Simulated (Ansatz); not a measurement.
Base system: SnO (space group P4/nmm, No. 129; a = 3.769 Å, c = 4.557 Å; layered, stacked along the Cartesian z axis; relaxed with 0.1 eV smearing). Axes: x, y, z lie along a, b, c of the conventional cell.

The values are results of PBEsol-D3(BJ)/PAW in Ansatz (a quantum-chemistry and plane-wave program), no SOC, not measurements.

Now apply this change: uniaxial strain ε_xx = −3.00 %, all other strain components held at zero, atoms relaxed at fixed cell.

**Question.** Predict the stress tensor and what it implies for the stiffness.

**Answer.** Stress of the strained cell less that of the base (GPa, compression positive):
```
    3.3     0.0     0.0
    0.0     2.9     0.0
    0.0     0.0     0.7
```

Then −Δσ_ii/ε with ε = -0.0300 gives secant stiffness values (nonlinear terms included at this strain): C11 ≈ 111 GPa, C12 ≈ 96 GPa and C13 ≈ 22 GPa.

As a check, the harmonic strain energy −½ V₀ Δσ:ε is 5.0 meV/atom; the computed energy rise is 4.9 meV/atom.

Whether these cells are dynamically stable was not tested. The final runs are not spin-polarised.
